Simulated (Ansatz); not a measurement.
## Pt, response to strain

The parent structure is Pt in the fcc (Cu type) structure (space group Fm-3m, No. 225; relaxed with 0.1 eV smearing).

```xyz
1
Lattice="0.0000 1.9709 1.9709 1.9709 0.0000 1.9709 1.9709 1.9709 0.0000" Properties=species:S:1:pos:R:3 pbc="T T T"
Pt     0.0000     0.0000     0.0000
```

Cartesian axes are those of the cell as printed.

Strains are applied to the cell and any free atomic positions relax.

The values are results of r2SCAN (Ansatz, a program for electronic structure; PAW; 500 eV plane waves; no spin-orbit coupling), not measurements.

Notes on the quantities. energy relative to the base: free energy F.

```tsv
change	energy relative to the base	volume per atom
base	0 meV/atom	15.31 Å³
uniaxial strain ε_zz = −3.00 %	+15 meV/atom	14.85 Å³
uniaxial strain ε_zz = −2.50 %	?	14.93 Å³
uniaxial strain ε_zz = −2.00 %	+6.6 meV/atom	15.01 Å³
uniaxial strain ε_zz = −1.50 %	+3.7 meV/atom	15.08 Å³
uniaxial strain ε_zz = −1.00 %	+1.6 meV/atom	15.16 Å³
uniaxial strain ε_zz = −0.50 %	+0.4 meV/atom	15.23 Å³
```

Problem. What belongs in the blanks?

Solution. 
- uniaxial strain ε_zz = −2.50 %, energy relative to the base: +10 meV/atom

No phonon test of stability was made. All final runs are without spin polarisation.
